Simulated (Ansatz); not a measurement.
Consider interstitial Al in wurtzite AlN, charge state +3. Level of theory: PBE, PAW (plane waves to 420 eV; Ansatz, a first-principles code).

72-site cell at the relaxed PBE lattice, the Γ point alone, smearing 0.01 eV, spin-restricted, no finite-size correction. Energies are static. The charge state is imposed; whether it is stable for some Fermi level was not computed. Sites that were not tried may lie lower.

Barriers: single points on a 2×2×2 k-point mesh shifted by half a step along c at the bands' geometries.

Relaxed starting cell (atoms counted from 1):

```xyz
73
Lattice="9.3908 0.0000 0.0000 -4.6954 8.1326 0.0000 0.0000 0.0000 10.0363" Properties=species:S:1:pos:R:3 pbc="T T T"
Al     1.5573     0.8881     2.4955
Al     1.5802     0.9394     7.4648
Al    -0.0251     3.6000     2.5034
Al     0.0027     3.6160     7.5291
Al    -1.5825     6.3264     2.4955
Al    -1.5266     6.3205     7.4648
Al     4.7059     0.9097     2.4956
Al     4.7180     0.9167     7.4811
Al     3.0782     3.4648     2.3433
Al     3.1214     3.6045     7.5440
Al     1.4096     6.3551     2.3432
Al     1.5520     6.3227     7.5440
Al     7.8346     0.8951     2.5357
Al     7.8388     0.9574     7.5671
Al     6.2575     3.6265     2.5356
Al     6.3136     3.5991     7.5671
Al     3.4264     5.5927     3.4580
Al     4.7309     6.3459     7.5615
Al     0.0177     1.8255     5.0148
Al     0.0129     1.8150    10.0344
Al    -1.5405     4.5243     5.0148
Al    -1.5520     4.5254    10.0345
Al    -3.1211     7.2343     5.0153
Al    -2.9758     7.3182     9.8860
Al     3.1572     1.8183     4.9720
Al     3.1392     1.7808     9.9794
Al     1.5309     4.4984     5.0551
Al     1.5435     4.5056    10.0091
Al     0.0230     7.2468     4.9720
Al    -0.0185     7.2500     9.9794
Al     6.2837     1.8207     5.0240
Al     6.2622     1.8082    10.0545
Al     4.8207     4.4783     5.2139
Al     4.6876     4.4291     9.9386
Al     3.1585     7.3574     5.2139
Al     3.0493     7.2668     9.9386
N      1.5845     0.9131     4.4084
N      1.5735     0.9508     9.3703
N      0.0163     3.6239     4.4128
N     -0.0041     3.6122     9.4493
N     -1.5472     6.3374     4.4084
N     -1.5201     6.3091     9.3702
N      4.7210     0.9184     4.4029
N      4.7089     0.9114     9.4046
N      3.1870     3.7673     4.3231
N      3.1071     3.5992     9.4575
N      1.7258     6.2981     4.3230
N      1.5404     6.3130     9.4576
N      7.8438     0.9166     4.4465
N      7.8286     0.9233     9.4776
N      6.2808     3.6238     4.4466
N      6.2790     3.6072     9.4776
N      4.6450     6.2963     4.6305
N      4.7254     6.3428     9.6227
N     -0.0001     1.7884     1.9192
N      0.0052     1.8212     6.9228
N     -1.5815     4.5274     1.9192
N     -1.5504     4.5156     6.9228
N     -3.0296     7.2871     1.7827
N     -3.1150     7.2378     6.9513
N      3.1314     1.7358     1.8651
N      3.1548     1.8427     6.8737
N      1.5729     4.5226     1.9142
N      1.5799     4.5267     6.9394
N     -0.0613     7.2657     1.8651
N      0.0430     7.2326     6.8737
N      6.2661     1.8105     1.9368
N      6.2827     1.8201     6.9349
N      4.6114     4.5695     1.9466
N      4.7191     4.5151     7.0826
N      3.1328     7.1307     1.9466
N      3.1395     7.2511     7.0826
Al     0.1281    -1.7332     1.5924
```
Cell charge +3.

End state 1 differs by these moves (Å; atoms that move under 0.08 Å are left out):

```json
[
 {"atom": "9", "element": "Al", "Δx": "0.07", "Δy": "-0.02", "Δz": "-0.09"},
 {"atom": "11", "element": "Al", "Δx": "0.01", "Δy": "0.07", "Δz": "-0.09"},
 {"atom": "17", "element": "Al", "Δx": "-0.28", "Δy": "-0.16", "Δz": "0.06"},
 {"atom": "24", "element": "Al", "Δx": "-0.10", "Δy": "-0.06", "Δz": "0.07"},
 {"atom": "27", "element": "Al", "Δx": "-0.06", "Δy": "-0.03", "Δz": "0.08"},
 {"atom": "34", "element": "Al", "Δx": "0.03", "Δy": "0.09", "Δz": "0.06"},
 {"atom": "36", "element": "Al", "Δx": "0.10", "Δy": "-0.02", "Δz": "0.06"},
 {"atom": "53", "element": "N", "Δx": "-0.02", "Δy": "-0.01", "Δz": "-0.28"},
 {"atom": "54", "element": "N", "Δx": "-0.01", "Δy": "0.00", "Δz": "-0.14"},
 {"atom": "63", "element": "N", "Δx": "0.07", "Δy": "0.04", "Δz": "0.05"},
 {"atom": "70", "element": "N", "Δx": "-0.01", "Δy": "0.01", "Δz": "-0.09"},
 {"atom": "72", "element": "N", "Δx": "0.00", "Δy": "-0.01", "Δz": "-0.09"},
 {"atom": "73", "element": "Al", "Δx": "0.04", "Δy": "0.02", "Δz": "0.66"}
]
```

### Question
Predict the forward and backward barriers to end state 1 from PBE, PAW.

### Answer
forward 0.14 eV, backward 0.035 eV; at the saddle point atom 73 has neighbours N at 1.77, 2 N at 1.88 Å. The program found a first-order saddle point.
